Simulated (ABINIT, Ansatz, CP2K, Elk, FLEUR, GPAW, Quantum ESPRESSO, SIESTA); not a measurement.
**One structure in several programs: PtSe2 (P-3m1, 3 atoms in the cell)**

Self-consistent single point, at a second geometry (lattice scaled by 0.98). First geometry:

```yaml
crystal:
  lattice:
    - [1.81875, -3.15016, 0.00000]
    - [1.81875, 3.15016, 0.00000]
    - [0.00000, 0.00000, 4.95402]
  atoms:
    - { symbol: Pt, position: [0.00000, 0.00000, 0.00000] }
    - { symbol: Se, position: [0.33333, 0.66667, 0.25500] }
    - { symbol: Se, position: [0.66667, 0.33333, 0.74500] }
```

Shared settings, as Ansatz (a first-principles code) writes them: kpoints.mp_grid.grid = 8 8 5; scf.occupations.method = fermi_dirac; scf.occupations.width = 0.02 eV. Potentials and cutoffs stand in the table.

```csv
code,model,ΔF from the first geometry (meV/atom),pressure (GPa),largest force (eV/Å),cutoff
Ansatz,"PBE, default PAW files",161.1,30.07,2.227,default
ABINIT,"PBE, PAW (JTH v2.0 PBE PAW)",168.1,31.25,2.391,571 eV
GPAW,"PBE, GPAW PAW datasets PBE (gpaw-data 1.0.1)",161.7,30.16,2.264,600 eV
CP2K,"PBE, GPW, DZVP-MOLOPT-SR-GTH basis, GTH-PBE potentials (GTH_POTENTIALS)",173.1,32.05,2.458,grid 500 Ry
Elk,"PBE, all-electron FP-LAPW, Elk's shipped species files, default APW+lo basis",158.0,–,–,default
SIESTA,"GGA PBE, numerical atomic orbitals TZP, PseudoDojo PBE standard norm-conserving potentials (rewritten from UPF to PSML)",206.6,37.12,2.885,grid 400 Ry
Quantum ESPRESSO,"PBE, PSlibrary ultrasoft (PBE) pseudopotentials",175.0,32.44,2.483,45 Ry
FLEUR,"PBE, all-electron FLAPW (FLEUR), scalar-relativistic valence",174.2,–,2.313,Kmax 3.7 1/bohr
```

A dash marks a value that a program does not give, or that is left out as unsure.

On Ansatz's run: spin-orbit coupling is off. Spin polarisation is off.

The spread over the programs that give each value: ΔF from the first geometry within 48.6 meV/atom; pressure within 7.05 GPa; largest force within 0.658 eV/Å.

CP2K and SIESTA use small atom-centred bases, whose incompleteness enters pressures, forces and empty levels differently from a plane-wave cutoff. Elk and FLEUR treat all electrons, but the usual bases taken here (sphere radii, linearisation, local orbitals, empty states) were not tested for convergence, so the values are no reference for the others. Ansatz's pressure is given at a fixed set of plane waves, as the other plane-wave codes print theirs; with its correction for the finite basis it is 30.11 GPa. In the pressure, CP2K (by 1.34), SIESTA (by 6.41) and Quantum ESPRESSO (by 1.73) lie more than 1 GPa from the median of the plane-wave programs. In the force vectors, Ansatz (by 0.100), CP2K (by 0.130), SIESTA (by 0.557) and Quantum ESPRESSO (by 0.155) lie more than 0.08 eV/Å from the median of the plane-wave programs.

The starting cell has typed, rounded lattice constants, without a prior relaxation at this level. Its lattice was rescaled by a random factor within 2.5 % of one. For this run, on top of that: lattice scaled by 0.98.

Keys are those of Ansatz 0.2.
